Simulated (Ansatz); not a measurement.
Model glasses of amorphous TiO2, 62 to 67 atoms (Ti20O40 before any change). Each row is one cell at a composition chosen by hand, melted whole on the CHGNet potential with the anions pushed apart under 1.9 Å, quenched within some picoseconds, far faster than a real film, and relaxed with PBE, scalar-relativistic without spin-orbit coupling (plane waves to 420 eV, PAW; Ansatz, an electronic-structure program). Each is the lower in DFT energy of 2 quenches. Cycles of charging and discharging were tried on the cells ahead of these points, and a cell that came back lower was taken. The column on the box says what of it was relaxed with the atoms; held means as the quench left it. Cells that kept moments or hold spare charge are left out.

Formal charges balance in every cell, with the guest at the charge named. Neighbours are the O atoms within a cut-off of 1.2 times the sum of covalent radii (1.1 times for Nb, Hf, Sc, Y); the radius is Shannon's ionic radius for that charge at the coordination found, taken on a straight line between listed coordinations where the table lacks it, averaged where a cell holds several guest atoms. The coordination is that of the cell taken. The cells ran without spin polarisation.

```csv
guest,change of the cell,box,cut-off (Å),O neighbours,ionic radius (Å),mean guest-O distance (Å)
Si4+,"+2 O, +1 Si",shape,2.12,4,0.26,1.63
Ge4+,"+1 Ge, +2 O",volume and shape,2.23,4,0.39,1.78
Li1+,"+2 Li, +1 O",shape,2.33,"4, 4",0.59,2.10
Nb5+,"+2 Nb, +5 O",held,2.53,"6, 5",0.60,1.97
Sn4+,"+2 O, +1 Sn",volume and shape,2.46,5,0.62,2.04
Hf4+,"+1 Hf, +2 O",shape,2.65,6,0.71,2.15
Sc3+,"+3 O, +2 Sc",shape,2.60,"7, 6",0.78,2.19
Y3+,"+3 O, +2 Y",shape,2.82,"8, 6",0.96,withheld
Ca2+,"+1 Ca, +1 O",shape,2.90,8,1.12,2.53
```

**Question.** Fit a straight line of the last column on the one before it through the 8 full rows, and predict the withheld value for Y3+.

**Answer.** Means: x = 0.634, y = 2.049. Slope = Σ(Δx Δy) / Σ(Δx²) = 0.4849 / 0.4660 = 1.041; intercept = 2.049 − (1.041) × 0.634 = 1.389 Å; r.m.s. residual 0.041 Å. Prediction: 1.389 + (1.041) × 0.96 = 2.39 Å. The run gave 2.35 Å, a miss of 0.04 Å, within the residual.

**Question.** What would hard spheres give for this line?

**Answer.** A slope of 1 and an intercept at the radius of O2−, 1.35 Å for two neighbours to 1.40 Å for six in Shannon's table; the fit has 1.041 and 1.389 Å.
